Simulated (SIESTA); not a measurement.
Input and output of a self-consistent single point for Nb (Im-3m, 1 atom in the cell) (SIESTA).

Level of theory: LDA PW92, numerical atomic orbitals DZP, PseudoDojo LDA standard norm-conserving potentials (rewritten from UPF to PSML) (SIESTA 5.4.2).

```yaml
crystal:
  lattice:
    - [-1.68370, 1.68370, 1.68370]
    - [1.68370, -1.68370, 1.68370]
    - [1.68370, 1.68370, -1.68370]
  atoms:
    - { symbol: Nb, position: [0.00000, 0.00000, 0.00000] }
```

Reference input (self-consistent single point, DFT, GGA PBE, numerical atomic orbitals DZP, PseudoDojo PBE standard norm-conserving potentials (rewritten from UPF to PSML)): XC.functional = GGA; XC.authors = PBE; potentials = PseudoDojo PBE standard; PAO.BasisSize = DZP; PAO.EnergyShift = 0.005 Ry; MeshCutoff = 350 Ry; kgrid.MonkhorstPack = 11 11 11; OccupationFunction = FD; ElectronicTemperature = 0.1 eV; MaxSCFIterations = 150; SCF.Mixer.Method = Pulay; SCF.Mixer.Weight = 0.2. This run's input differs from it in these lines:

```diff
@@ -1,2 +1,2 @@
-# files in the folder: Nb.psml (PseudoDojo PBE standard)
+# files in the folder: Nb.psml (PseudoDojo LDA standard)
 SystemName  Nb
@@ -20,4 +20,4 @@
 
-XC.functional                GGA
-XC.authors                   PBE
+XC.functional                LDA
+XC.authors                   PW92
 PAO.BasisSize                DZP
```

Output (repeated stretches shortened):

```
        iscf     Eharris(eV)        E_KS(eV)     FreeEng(eV)     dDmax    Ef(eV) dHmax(eV)
   scf:    1    -1689.258685    -1695.211485    -1695.254609  0.406828 -4.438993  5.007180
   scf:    2    -1695.998145    -1695.622249    -1695.669643  0.155802 -4.726290  3.317269
   scf:    3    -1696.115505    -1695.941573    -1695.997301  0.250340 -5.336918  0.071827
   scf:    4    -1695.941893    -1695.941947    -1695.997342  0.017416 -5.319421  0.099355
   scf:    5    -1695.941968    -1695.942008    -1695.997614  0.005429 -5.345528  0.004343
   scf:    6    -1695.941999    -1695.942004    -1695.997614  0.000272 -5.346254  0.001127
   scf:    7    -1695.942002    -1695.942003    -1695.997614  0.000082 -5.346582  0.000122
SCF Convergence by DM+H criterion
max |DM_out - DM_in|         :     0.0000821720
max |H_out - H_in|      (eV) :     0.0001219963
SCF cycle converged after 7 iterations

Using DM_out to compute the final energy and forces

siesta: E_KS(eV) =            -1695.9420

siesta: E_KS - E_eggbox =     -1695.9420

siesta: Atomic forces (eV/Ang):
     1   -0.000000    0.000000    0.000000
   Tot   -0.000000    0.000000    0.000000
   Max    0.000000
   Res    0.000000    sqrt( Sum f_i^2 / 3N )
   Max    0.000000    constrained

Stress tensor Voigt[x,y,z,yz,xz,xy] (kbar):      165.29      165.29      165.29        0.00        0.00        0.00
(Free)E + p*V (eV/cell)    -1697.9672
Target enthalpy (eV/cell)    -1695.9976

siesta: Program's energy decomposition (eV):
siesta: FreeEng =     -1695.997614

siesta: Stress tensor (static) (eV/Ang**3):
siesta:     0.103164    0.000000    0.000000
siesta:     0.000000    0.103164    0.000000
siesta:     0.000000    0.000000    0.103164

siesta: Cell volume =         19.092017 Ang**3

siesta: Pressure (static):
siesta:                Solid            Molecule  Units
siesta:          -0.00112360         -0.00112360  Ry/Bohr**3
siesta:          -0.10316433         -0.10316433  eV/Ang**3
siesta:        -165.28747975       -165.28747975  kBar
```

The run converged in 7 iterations. Against the reference run the pressure goes from -7.80 to -16.53 GPa.

The starting cell comes from a database of computed structures (which also holds hypothetical and non-ambient phases and stackings), without a prior relaxation at this level. Its lattice was rescaled by a random factor within 2.5 % of one. Spin polarisation is off. Values carry the incompleteness of an atom-centred basis. With a pressure of about -17 GPa the cell is away from its equilibrium volume at this level.
